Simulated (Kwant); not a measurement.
Model system: Ge/Si0.2Ge0.8 stack with 5 barriers. One parabolic valley. Leads of mass 0.12 mₑ with the band edge at 0; grid 0.1 nm; bias 0 V, dropping linearly over the stack.

```
layer  thickness (nm)  band offset (eV)  mass (mₑ)
-----  --------------  ----------------  ---------
1                 1.4              0.12       0.14
2                 3.9                 0       0.12
3                 1.4              0.12       0.14
4                 3.9                 0       0.12
5                 1.4              0.12       0.14
6                 3.9                 0       0.12
7                 1.4              0.12       0.14
8                 3.9                 0       0.12
9                 1.4              0.12       0.14
```

Constants are typed, rounded textbook-type inputs, not results; the design itself was drawn at random and stands for no fabricated device.

Kwant, one-band effective-mass tight-binding model in one dimension, coherent, no space charge.

| E (meV) | A | B | C | D | E |
|---|---|---|---|---|---|
| 0.6000 | 4.7e-8 | 4.0e-8 | 7.1e-8 | 5.7e-8 | 3.2e-8 |
| 11.11 | 1.3e-5 | 1.3e-5 | 1.4e-5 | 1.3e-5 | 1.5e-5 |
| 21.62 | 0.00094 | 0.0014 | 0.00063 | 0.00073 | 0.0033 |
| 32.13 | 0.98 | 0.65 | 0.46 | 0.80 | 0.31 |
| 42.63 | 0.94 | 0.85 | 0.32 | 0.56 | 0.38 |
| 53.14 | 0.64 | 0.64 | 0.63 | 0.63 | 0.65 |
| 63.65 | 1.00 | 0.76 | 0.45 | 0.74 | 0.40 |
| 74.16 | 0.65 | 0.44 | 0.92 | 0.94 | 0.34 |
| 84.67 | 0.82 | 0.85 | 0.64 | 0.73 | 0.74 |
| 95.18 | 0.60 | 0.30 | 0.41 | 0.79 | 0.18 |
| 105.7 | 0.14 | 0.084 | 0.38 | 0.34 | 0.078 |
| 116.2 | 0.061 | 0.047 | 0.29 | 0.12 | 0.065 |
| 126.7 | 0.043 | 0.042 | 0.17 | 0.069 | 0.084 |
| 137.2 | 0.042 | 0.051 | 0.12 | 0.055 | 0.15 |
| 147.7 | 0.054 | 0.083 | 0.10 | 0.057 | 0.26 |
| 158.2 | 0.089 | 0.17 | 0.11 | 0.076 | 0.29 |
| 168.7 | 0.19 | 0.42 | 0.14 | 0.13 | 0.28 |
| 180.0 | 0.50 | 0.75 | 0.25 | 0.28 | 0.33 |

Task: Column A is the base. The others each differ by one change: width of the first well 3.9 → 2.3 nm; width of the first well 3.9 → 3.1 nm; width of the first well 3.9 → 4.7 nm; width of the first well 3.9 → 5.8 nm. Which is which?

Result: B: width of the first well 3.9 → 4.7 nm; C: width of the first well 3.9 → 2.3 nm; D: width of the first well 3.9 → 3.1 nm; E: width of the first well 3.9 → 5.8 nm.
